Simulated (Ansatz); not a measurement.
This Ansatz (a program for electronic structure) input is the reference run, BeTe in the zinc blende structure (space group F-43m, No. 216), computed with PBEsol in Ansatz (plane waves to 420 eV, PAW, no SOC):

Ansatz 0.2 input:
```yaml
crystal:
  lattice:
    - [0, 2.802166914, 2.802166914]
    - [2.802166914, 0, 2.802166914]
    - [2.802166914, 2.802166914, 0]
  atoms:
    - { symbol: Be, position: [0, 0, 0] }
    - { symbol: Te, position: [0.25, 0.25, 0.25] }
basis: { ecutwfc: 420, ecutrho_ratio: 4, xc_grid: 2, fft_grid_basis: typed }
kpoints: { mp_grid: { grid: [10, 10, 10] } }
hamiltonian:
  xc: pbesol
  dispersion: none
  pseudopotentials: { kind: paw }
scf: { occupations: { method: fermi_dirac, width: 0.05 }, convergence: { dr2_threshold: 0.0000000002 } }
output: { forces: true, stress: true }
checkpoint: { write: state.ck, write_every: 1000 }
```

Write the input for this change: uniaxial strain ε_zz = +1.50 %, all other strain components held at zero, atoms relaxed at fixed cell.


Ansatz 0.2 input:
```yaml
crystal:
  lattice:
    - [0, 2.802166914, 2.8441994177]
    - [2.802166914, 0, 2.8441994177]
    - [2.802166914, 2.802166914, 0]
  atoms:
    - { symbol: Be, position: [0, 0, 0] }
    - { symbol: Te, position: [0.25, 0.25, 0.25] }
basis: { ecutwfc: 420, ecutrho_ratio: 4, xc_grid: 2, fft_grid_basis: typed }
kpoints: { mp_grid: { grid: [10, 10, 10] } }
hamiltonian:
  xc: pbesol
  dispersion: none
  pseudopotentials: { kind: paw }
scf: { occupations: { method: fermi_dirac, width: 0.05 }, convergence: { dr2_threshold: 0.0000000002 } }
relax: { f_tol: 0.005, max_steps: 50 }
output: { forces: true, stress: true }
checkpoint: { write: state.ck, write_every: 1000 }
```
This is the input that was run.

Whether these cells are dynamically stable was not tested.
